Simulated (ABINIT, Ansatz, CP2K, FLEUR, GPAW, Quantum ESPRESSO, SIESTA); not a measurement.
## Code comparison for SrB₆ (P1, 7 atoms in the cell)

Self-consistent single point, at a second geometry (atoms moved at random). First geometry:

```
CELL_PARAMETERS angstrom
      4.19021     0.00000     0.00000
      0.00000     4.19021     0.00000
      0.00000     0.00000     4.19021
ATOMIC_POSITIONS crystal
  Sr 0.00000 0.00000 0.00000
  B  0.20314 0.50000 0.50000
  B  0.79686 0.50000 0.50000
  B  0.50000 0.20314 0.50000
  B  0.50000 0.79686 0.50000
  B  0.50000 0.50000 0.20314
  B  0.50000 0.50000 0.79686
```

Second geometry:
```
CELL_PARAMETERS angstrom
      4.19021     0.00000     0.00000
      0.00000     4.19021     0.00000
      0.00000     0.00000     4.19021
ATOMIC_POSITIONS crystal
  Sr 0.00458 0.99054 0.00202
  B  0.19678 0.52176 0.49669
  B  0.81671 0.50167 0.50714
  B  0.50523 0.19537 0.47903
  B  0.49264 0.79869 0.50088
  B  0.49065 0.50019 0.21518
  B  0.49339 0.49178 0.79905
```

Shared settings, as Ansatz (a quantum-chemistry and plane-wave program) writes them: kpoints.mp_grid.grid = 5 5 5; scf.occupations.method = fermi_dirac; scf.occupations.width = 0.05 eV. Potentials and cutoffs stand in the table.

```
code                                                                                                                                      model  ΔF from the first geometry (meV/atom)  pressure (GPa)  largest force (eV/Å)         cutoff
----------------  -----------------------------------------------------------------------------------------------------------------------------  -------------------------------------  --------------  --------------------  -------------
Quantum ESPRESSO                                                                           PBEsol, GBRV 1.5 ultrasoft (PBESOL) pseudopotentials                                   59.6           -1.63                 3.620          40 Ry
ABINIT                                                                                       PBEsol, PAW (JTH v2.0 PBE PAW, files made for PBE)                                   59.6           -1.73                 3.623          40 Ry
GPAW                                                                                      PBEsol, GPAW PAW datasets PBEsol (made by gpaw-setup)                                   60.1               –                 3.639         950 eV
SIESTA            GGA PBEsol, numerical atomic orbitals TZP, PseudoDojo PBEsol standard norm-conserving potentials (rewritten from UPF to PSML)                                   70.3            4.33                 4.268    grid 300 Ry
FLEUR                                                                           PBEsol, all-electron FLAPW (FLEUR), scalar-relativistic valence                                   59.7               –                 3.619  Kmax 4 1/bohr
Ansatz                                                                                                          PBEsol, PAW files made with PBE                                   59.7           -1.89                 3.628         420 eV
CP2K                                                                 PBEsol, GPW, DZVP-MOLOPT-SR-GTH basis, GTH-PBE potentials (GTH_POTENTIALS)                                   59.9            0.19                 3.670    grid 500 Ry
```

Size of the force on each atom (eV/Å): Sizes of forces hide their directions.

```
code                Sr1     B2     B3     B4     B5     B6     B7
----------------  -----  -----  -----  -----  -----  -----  -----
Quantum ESPRESSO  0.238  2.241  3.620  1.822  1.040  2.087  0.458
ABINIT            0.239  2.238  3.623  1.820  1.043  2.110  0.458
GPAW              0.242  2.257  3.639  1.835  1.045  2.069  0.456
SIESTA            0.412  2.662  4.268  2.147  1.245  2.206  0.527
FLEUR             0.240  2.238  3.619  1.825  1.043  2.097  0.459
Ansatz            0.237  2.248  3.628  1.828  1.041  2.070  0.456
CP2K              0.253  2.274  3.670  1.830  1.050  2.119  0.454
```

A dash marks a value that a program does not give, or that is left out as unsure.

The spread over the programs that give each value: ΔF from the first geometry within 10.7 meV/atom; pressure within 6.22 GPa; largest force within 0.649 eV/Å.

SIESTA and CP2K use small atom-centred bases, whose incompleteness enters pressures, forces and empty levels differently from a plane-wave cutoff. FLEUR treats all electrons, but the usual bases taken here (sphere radii, linearisation, local orbitals, empty states) were not tested for convergence, so the values are no reference for the others. Ansatz's pressure is given at a fixed set of plane waves, as the other plane-wave codes print theirs; with its correction for the finite basis it is -1.76 GPa. The pressure of GPAW is left out: its cutoff lies under the one at which its stress was checked. In the pressure, SIESTA (by 6.05) and CP2K (by 1.92) lie more than 1 GPa from the median of the plane-wave programs. In the force vectors, SIESTA (by 0.646) lies more than 0.08 eV/Å from the median of the plane-wave programs.

The starting cell comes from a database of computed structures (which also holds hypothetical and non-ambient phases and stackings), without a prior relaxation at this level. For this run, on top of that: atoms moved at random.

Keys are those of Ansatz 0.2.
